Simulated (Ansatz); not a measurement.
# A computed series for Se: response to strain

The reference is Se (space group P3_121, No. 152; a = 4.506 Å, c = 4.991 Å; made of chains).

Strains are applied to the cell and any free atomic positions relax.

All numbers come from r2SCAN (Ansatz, a program for electronic structure), no spin-orbit coupling.

Notes on the quantities. pressure: mean of the normal stresses, compression positive.

| isotropic strain (%) | pressure (GPa) |
|---|---|
| -1.55 | 1.0 |
| -0.33 | 0.2 |
| 0 | 0.0 |
| 2.86 | ? |
| 4.95 | -2.0 |

Q: Fit P = P₀ − Bδ + Cδ² with δ = (1 + ε)³ − 1 to the rows shown and predict the withheld row.

A: Least squares on the printed values gives P₀ = 0.0 GPa, B = 19.8 GPa (at held cell shape), C = 44.7 GPa (largest residual 0.0 GPa); this predicts -1.4 GPa, and the run gives -1.3 GPa, in agreement.

Stability against distortions was not tested. No dispersion term is included, though the crystal is made of layers, chains or molecules, so its spacings can come out too wide.
